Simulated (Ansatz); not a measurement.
The parent structure is La$_{2}$O$_{3}$ (space group P-3m1, No. 164).

```xyz
5
Lattice="3.9065 0.0000 0.0000 -1.9532 3.3831 0.0000 0.0000 0.0000 6.0394" Properties=species:S:1:pos:R:3 pbc="T T T"
La     0.0000     2.2554     1.4817
La     1.9532     1.1277     4.5577
O      0.0000     0.0000     0.0000
O      0.0000     2.2554     3.9020
O      1.9532     1.1277     2.1375
```

Cartesian axes are those of the cell as printed.

Calculations: PBEsol (Ansatz, a first-principles code, PAW, no SOC), earlier PAW set.

Strains are applied to the cell and any free atomic positions relax; under biaxial strain the out-of-plane vector relaxes too.

One change was made to it. Results:

The band gap shrinks by 0.02 eV (3.77 eV → 3.75 eV); the pressure (mean of the normal stresses, compression positive) goes up by 0.07 GPa, from 0.01 GPa to 0.08 GPa.

Problem. What was done to the base?
A. tensor shear ε_yz = +1.21 %
B. uniaxial strain ε_yy = +2.71 %
C. isotropic strain −4.04 %
D. isotropic strain −3.31 %
E. biaxial strain +0.13 %, plane normal [001], relaxed out of plane

Solution. A, tensor shear ε_yz = +1.21 %. For comparison, the pressure in the other runs: isotropic strain −3.31 % gives 16.43 GPa; uniaxial strain ε_yy = +2.71 % gives -3.59 GPa; biaxial strain +0.13 %, plane normal [001], relaxed out of plane gives -0.21 GPa; isotropic strain −4.04 % gives 21.14 GPa.

Whether these cells are dynamically stable was not tested.
